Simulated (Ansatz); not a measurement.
Reference: monolayer PtS$_{2}$, HSE06, rigid bands (plane waves, PAW, scalar-relativistic; Ansatz, a program for electronic structure); geometry: cell and atoms relaxed with PBE.

```xyz
3
Lattice="3.5753 0.0000 0.0000 -1.7876 3.0963 0.0000 0.0000 0.0000 18.7926" Properties=species:S:1:pos:R:3 pbc="T T T"
Pt     0.0000     0.0000     9.3963
S      0.0000     2.0642    10.6246
S      1.7876     1.0321     8.1680
```

band gap: 2.58 eV
electron conductivity mass: 0.39 mₑ

**Question.** Replace S by Se on the same sites and relax. What happens?

**Answer.** band gap falls (2.58 eV to 1.94 eV); electron conductivity mass falls (0.39 mₑ to 0.31 mₑ).

**Question.** Replace Pt by Ti on the same sites and relax. What happens?

**Answer.** band gap falls (2.58 eV to 0.75 eV); electron conductivity mass rises (0.39 mₑ to 0.48 mₑ).

**Question.** Swap Pt for Sn, keeping the structure type. How do these values move?

**Answer.** band gap falls (2.58 eV to 2.38 eV); electron conductivity mass stays about the same (0.39 mₑ to 0.38 mₑ).

Moves up to 5 % count as about the same. Masses are for dilute carriers at 300 K, harmonic means over directions unless an axis is named. Spin-orbit coupling is left out.

Model free-standing layer, not matched to a measured one here: monolayer PtS2, monolayer PtSe2. The missing spin-orbit coupling matters most for monolayer PtS2, monolayer PtSe2.
